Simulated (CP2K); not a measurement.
Band structure of RbTeO3 (Pm-3m, 5 atoms in the cell).

```
RbTeO3
1.0
    4.16775     0.00000     0.00000
    0.00000     4.16775     0.00000
    0.00000     0.00000     4.16775
Rb Te O
1 1 3
Direct
  0.00000   0.00000   0.00000
  0.50000   0.50000   0.50000
  0.50000   0.50000   0.00000
  0.00000   0.50000   0.50000
  0.50000   0.00000   0.50000
```

Computed with CP2K with PBEsol, GPW, DZVP-MOLOPT-SR-GTH basis, GTH-PBE potentials (GTH_POTENTIALS).

Settings: CUTOFF = 500 Ry; REL_CUTOFF = 50 Ry; SMEAR/METHOD = GAUSSIAN; SIGMA = 0.1 eV; KPOINTS/SCHEME = MONKHORST-PACK 6 6 6; GAMMA_CENTERED = T; XC_FUNCTIONAL = PBE:PBESOL; Rb/BASIS_SET = DZVP-MOLOPT-SR-GTH; Rb/POTENTIAL = GTH-PBE-q9; Te/BASIS_SET = DZVP-MOLOPT-SR-GTH; Te/POTENTIAL = GTH-PBE-q6; O/BASIS_SET = DZVP-MOLOPT-SR-GTH; O/POTENTIAL = GTH-PBE-q6; METHOD = GPW.

The starting cell comes from a database of computed structures (which also holds hypothetical and non-ambient phases and stackings), without a prior relaxation at this level. Its lattice was rescaled by a random factor within 2.5 % of one. Spin-orbit coupling is off. Values carry the incompleteness of an atom-centred basis. The potentials were made for another functional than the one used.

Levels in eV from the Fermi level, bands 13 to 18:
```json
[
 {"point": "Γ", "13": "-1.47", "14": "-1.47", "15": "-1.26", "16": "-1.26", "17": "-1.26", "18": "6.65"},
 {"point": "X", "13": "-1.80", "14": "-1.80", "15": "-1.64", "16": "-1.64", "17": "-0.07", "18": "4.53"},
 {"point": "M", "13": "-2.23", "14": "-2.06", "15": "-2.06", "16": "-0.66", "17": "2.03", "18": "3.46"},
 {"point": "R", "13": "-2.54", "14": "-0.62", "15": "-0.62", "16": "-0.62", "17": "2.04", "18": "2.04"}
]
```

Bands cross the Fermi level along this path, so the cell is metallic at this level.

Higher empty bands are left out: an atom-centred basis made for the valence describes them poorly.
